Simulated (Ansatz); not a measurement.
**PbSe under a change: Se interstitial (started 2.69 Å from the nearest host atom), symmetric start**

Start from an 8-atom supercell of PbSe in the rock salt structure (space group Fm-3m, No. 225; a = 6.218 Å) at its relaxed geometry.

It is then changed as follows: one Se atom is added in an open site, starting 2.69 Å from the nearest host atom, atoms relaxed at fixed cell.

All numbers come from PBE (Ansatz, a program for electronic structure), without spin-orbit coupling, earlier PAW set. Settings: 4×4×4 k-points, 0.01 eV Fermi–Dirac smearing.

```json
[
 {"quantity": "pressure", "base": "0.1 GPa", "changed": "8.1 GPa", "shift": "+8.0 GPa"},
 {"quantity": "largest displacement of a host atom from its site in the perfect cell", "base": "–", "changed": "0.26 Å", "shift": "–"},
 {"quantity": "final site of the added atom", "base": "–", "changed": "4 Se at 2.82 Å and 4 Pb at 2.95 Å (cubic)", "shift": "–"}
]
```

Final structure:

```
CELL_PARAMETERS angstrom
     -6.21766     0.00000     0.00000
      0.00000     0.00000     6.21766
      0.00000     6.21766     0.00000
ATOMIC_POSITIONS crystal
  Se 0.98841 0.98841 0.98841
  Se 0.51159 0.98841 0.51159
  Se 0.51159 0.51159 0.98841
  Se 0.98841 0.51159 0.51159
  Pb 0.52371 0.52371 0.52371
  Pb 0.97629 0.52371 0.97629
  Pb 0.97629 0.97629 0.52371
  Pb 0.52371 0.97629 0.97629
  Se 0.25000 0.25000 0.25000
```

Cost of the whole job for the changed cell (relaxation, final SCF and bands): roughly 2.2 core-minutes.

The magnetic state is the one reached from the starting moments; the real material's order can differ, and small cells can't hold many antiferromagnetic ones. In so small a cell the defect repeats every few ångströms: this is an ordered compound, not a dilute defect. A case with no gap was solved on a k-mesh chosen for an insulator, which is coarse for it. The defect started on the symmetric site and kept its symmetry, so it may sit on a saddle. Seeded moments were not kept for Se interstitial (started 2.69 Å from the nearest host atom). The defect cell is spin-polarised and ends with 0.2 μB, a fractional moment that hangs on the mesh and smearing.
